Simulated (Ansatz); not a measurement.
**TiO2: response to strain**

The reference is TiO₂ in the anatase structure (space group I4_1/amd, No. 141; a = 3.7393 Å, c = 9.4551 Å). Axes: x, y, z lie along a, b, c of the conventional cell.

Strains are applied to the cell and any free atomic positions relax.

Method: DFT with LDA, PAW potentials and a 420 eV plane-wave cutoff in Ansatz (an electronic-structure program), no spin-orbit coupling.

Notes on the quantities. pressure: mean of the normal stresses, compression positive.

```tsv
change	volume per atom	smallest direct gap	pressure	band gap
base	11.02 Å³	2.44 eV	0.00 GPa	2.08 eV
uniaxial strain ε_zz = −3.00 %	10.69 Å³	2.42 eV	5.38 GPa	1.98 eV
uniaxial strain ε_zz = −2.40 %	10.75 Å³	2.43 eV	4.28 GPa	2.00 eV
uniaxial strain ε_zz = −1.80 %	10.82 Å³	2.43 eV	…	…
uniaxial strain ε_zz = −1.20 %	10.89 Å³	2.43 eV	2.13 GPa	2.04 eV
uniaxial strain ε_zz = −0.60 %	10.95 Å³	2.44 eV	1.05 GPa	2.06 eV
```

Problem. Some entries are withheld; estimate them.

Solution. 
- uniaxial strain ε_zz = −1.80 %, pressure: 3.19 GPa
- uniaxial strain ε_zz = −1.80 %, band gap: 2.02 eV

Semilocal Kohn–Sham gaps tend to fall short of experiment. Whether these cells are dynamically stable was not tested. The final runs are not spin-polarised.
